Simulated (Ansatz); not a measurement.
We consider Si (I4/mmm, No. 139, 4 atoms in the cell; start mp-999200; another form than the element's usual one), described by LDA (PAW; Ansatz, a program for electronic structure).

Numerical settings: plane-wave cutoff 520 eV, 10×10×10 k mesh, Fermi–Dirac smearing 0.01 eV, scalar-relativistic PAW data made under PBE.

Cell (relaxed at this level):

```xyz
4
Lattice="-3.3023 3.3023 1.9075 3.3023 -3.3023 1.9075 3.3023 3.3023 -1.9075" Properties=species:S:1:pos:R:3 pbc="T T T"
Si     1.1809     1.1809     0.0000
Si     2.1215     2.1215     1.9075
Si     2.1215    -2.1215     1.9075
Si    -2.1215     2.1215     1.9075
```

Problem. Predict the band gap, smallest direct gap on the k points sampled and direct gap at Γ.

Solution. 
band gap: 0.10 eV (indirect)
smallest direct gap on the k points sampled: 0.27 eV
direct gap at Γ: 1.94 eV

Static lattice: no zero-point or thermal effects.

A start named mp-… is a Materials Project structure, which need not be a measured phase.
